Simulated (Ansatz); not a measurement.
We consider ZrC (model structure, started from the NbAs type, I4₁md, No. 109, 4 atoms in the cell), described by PBEsol (Ansatz, a program for electronic structure, plane waves, PAW).

Run with plane-wave cutoff 520 eV, 26×26×26 k mesh, Fermi–Dirac smearing 0.05 eV, scalar-relativistic PAW data made under PBE.

Cell (relaxed at this level):

```xyz
4
Lattice="-1.5158 1.5158 5.7127 1.5158 -1.5158 5.7127 1.5158 1.5158 -5.7127" Properties=species:S:1:pos:R:3 pbc="T T T"
Zr     0.0000     0.0000     5.7607
Zr     1.5158     0.0000     2.9043
C      0.0000     0.0000    10.4177
C      0.0000     1.5158     1.8487
```

### Question
Predict the bulk modulus B0.

### Answer

bulk modulus B0: 203 GPa

The run finds no gap.

Note: the bulk modulus is −V dP/dV from two relaxed cells at ±2 % in volume; the relaxation could raise the start's symmetry but not lower it, so the cell can be a saddle point.

Computed values are for the static lattice.

Computing time: very roughly 9 core-minutes.

A model structure was made by putting elements into a prototype or built by hand; it is no filed structure, need not be a known phase, and can be a saddle point held by its symmetry.
